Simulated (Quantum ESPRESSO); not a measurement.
Quantum ESPRESSO is run on InSb (F-43m, 2 atoms in the cell), and the run fails. The aim is a self-consistent single point with DFT, PBEsol, plane waves, PSlibrary PAW (PBE) pseudopotentials.

Cell that was meant: a = 4.7790 Å, b = 4.7790 Å, c = 4.7790 Å, α = 60.00°, β = 60.00°, γ = 60.00°.

Part of the input:

```fortran
/
ATOMIC_SPECIES
In   114.8180  In.pbe-dn-kjpaw_psl.1.0.0.UPF
Sb   121.7600  Sb.pbe-n-kjpaw-psl.1.0.0.UPFx
ATOMIC_POSITIONS {crystal}
In    0.00000000    0.00000000    0.00000000
Sb    0.25000000    0.25000000    0.25000000
```

The program printed (abridged):

```
 %%%%%%%%%%%%%%%%%%%%%%%%%%%%%%%%%%%%%%%%%%%%%%%%%%%%%%%%%%%%%%%%%%%%%%%%%%%%%%
     Error in routine readpp (1):
     file ./Sb.pbe-n-kjpaw-psl.1.0.0.UPFx not found
 %%%%%%%%%%%%%%%%%%%%%%%%%%%%%%%%%%%%%%%%%%%%%%%%%%%%%%%%%%%%%%%%%%%%%%%%%%%%%%

     stopping ...
```

Q: Read the log: what does the program object to, and what is the fix?

A: The fault is a potential or basis that cannot be found. The input names a file or set that is not where the program looks, or that does not exist under that name. To fix it, correct the name or place the file. The program stopped before any SCF iteration.

An input that runs soundly differs in these lines (not the only fix; some lines may just follow from the change or write a value another way):
```diff
-Sb   121.7600  Sb.pbe-n-kjpaw-psl.1.0.0.UPFx
+Sb   121.7600  Sb.pbe-n-kjpaw_psl.1.0.0.UPF
```

With that input, the run converged in 9 iterations: free energy E − TS -10170.6678 eV; Fermi level (on the code's own zero) 4.57 eV; pressure -4.09 GPa (DFT, PBEsol, plane waves, PSlibrary PAW (PBE) pseudopotentials).

On the sound input: the starting cell comes from a database of computed structures (which also holds hypothetical and non-ambient phases and stackings), without a prior relaxation at this level. Its lattice was rescaled by a random factor within 2.5 % of one. With a pressure of about -4 GPa the cell is away from its equilibrium volume at this level. The run gives no clean gap (levels at the Fermi energy touch, overlap or are partly filled at this smearing), which alone does not show that the compound is a metal.
